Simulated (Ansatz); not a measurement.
Worked calculations on one periodic cell of amorphous Hf18O37H2: Hf18O37H2, 57 atoms, volume 745.9 Å³, made by a melt-quench on the CHGNet potential and relaxed with DFT. O atoms were pushed apart under 1.9 Å during the dynamics, to hinder bonds among them. It is a model cell: composition and starting density were chosen by hand, and all elements were melted together. Cycles of charging were run to anneal it. Calculation: PBE, scalar-relativistic without spin-orbit coupling (plane waves to 420 eV, PAW; Ansatz, a quantum-chemistry and plane-wave program). Sampling: a 2×2×2 Γ-centred mesh; Fermi-Dirac width 0.02 eV; no spin polarisation. Its volume was relaxed, its shape was held as a cube, and it stands at a mean pressure of 0.0 GPa with stress components up to 1.4 GPa; the relaxation ran on the zone centre alone. Its density went from a set 8.75 to 8.47 g/cm³. The cell is small and was quenched far faster than a real film, so it is one sample of the glass.

Question: Count formal charges (Hf +4, O -2, H +1). What does the count lead one to expect at the Fermi level, and what does the calculation give?

Answer: 18 × (+4) + 37 × (-2) + 2 × (+1) = 0. The charges balance, so the anion-derived valence states can be full and a gap can open. On this mesh the highest filled and lowest empty level lie 3.81 eV apart, the PBE gap of this cell, with a localised state at one edge or both.

Four energies for an added electron at PBE on the zone centre alone (charged cells in a uniform background, spin-polarised): neutral at the neutral geometry -304098.929 eV; charged at the neutral geometry -304083.953 eV; charged and relaxed -304084.257 eV; neutral at the charged geometry -304098.467 eV.

Question: Find the two relaxation energies and their sum, the reorganisation energy.

Answer: On charging: -304083.953 − (-304084.257) = 0.304 eV. On discharging: -304098.467 − (-304098.929) = 0.462 eV. The sum is 0.766 eV. The carrier's level spreads over 8 of the 57 atoms' worth, so it counts as partly localised, most on one Hf atom with neighbours O 2.07 Å, O 2.11 Å, O 2.11 Å, O 2.13 Å, O 2.25 Å, O 2.29 Å, O 2.45 Å (neutral geometry). The values are uncorrected: the image energy of a point charge in this cell, 2.84 × 14.40 / (2 × 9.1) = 2.3 eV before screening, is screened by electrons alone at the fixed geometry and by ions too after relaxing, and the carrier can be spread before it relaxes, so each term can be off by up to that value times 1/ε∞, some tenths of an eV. PBE's self-interaction favours spread-out carriers, so a hybrid can localise more.

Four energies for a hole at PBE on the zone centre alone (charged cells in a uniform background, spin-polarised): neutral at the neutral geometry -304098.929 eV; charged at the neutral geometry -304109.823 eV; charged and relaxed -304110.183 eV; neutral at the charged geometry -304098.059 eV.

Question: Find the two relaxation energies and their sum, the reorganisation energy.

Answer: On charging: -304109.823 − (-304110.183) = 0.360 eV. On discharging: -304098.059 − (-304098.929) = 0.870 eV. The sum is 1.230 eV. The carrier's level spreads over 4 of the 57 atoms' worth, so it counts as localised, most on one O atom with neighbours Hf 2.02 Å, Hf 2.06 Å, Hf 2.22 Å (neutral geometry). The values are uncorrected: the image energy of a point charge in this cell, 2.84 × 14.40 / (2 × 9.1) = 2.3 eV before screening, is screened by electrons alone at the fixed geometry and by ions too after relaxing, and the carrier can be spread before it relaxes, so each term can be off by up to that value times 1/ε∞, some tenths of an eV. PBE's self-interaction favours spread-out carriers, so a hybrid can localise more.
